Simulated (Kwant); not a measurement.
Device: In0.53Ga0.47As/In0.52Al0.48As stack with 1 barrier. One parabolic valley. Leads of mass 0.041 mₑ with the band edge at 0; grid 0.1 nm; bias 0.16 V, dropping linearly over the stack.

```
layer  thickness (nm)  band offset (eV)  mass (mₑ)
-----  --------------  ----------------  ---------
1                 2.8              0.52      0.075
```

The device is made up for the run: typed textbook-type constants, with dimensions and the other settings drawn at random.

Computed with Kwant: one-band effective-mass tight-binding model in one dimension, coherent, no space charge.

Sweep values stay those of the base run.

The mass in the first barrier was swept, all else fixed.

```
mass in the first barrier (mₑ)  transmission at E = 0.1109 eV  transmission at E = 0.3273 eV  transmission at E = 0.4454 eV  mean transmission over the sweep
------------------------------  -----------------------------  -----------------------------  -----------------------------  --------------------------------
0.045                                                    0.10                           0.30                           0.43                              0.21
0.06                                                    0.063                           0.20                           0.30                              0.14
0.075                                                   0.040                           0.13                           0.22                             0.091
0.098                                                   0.021                          0.074                           0.14                             0.053
```

From the first row to the last the transmission at E = 0.1109 eV goes from 0.10 to 0.021. From the first row to the last the transmission at E = 0.3273 eV goes from 0.30 to 0.074.
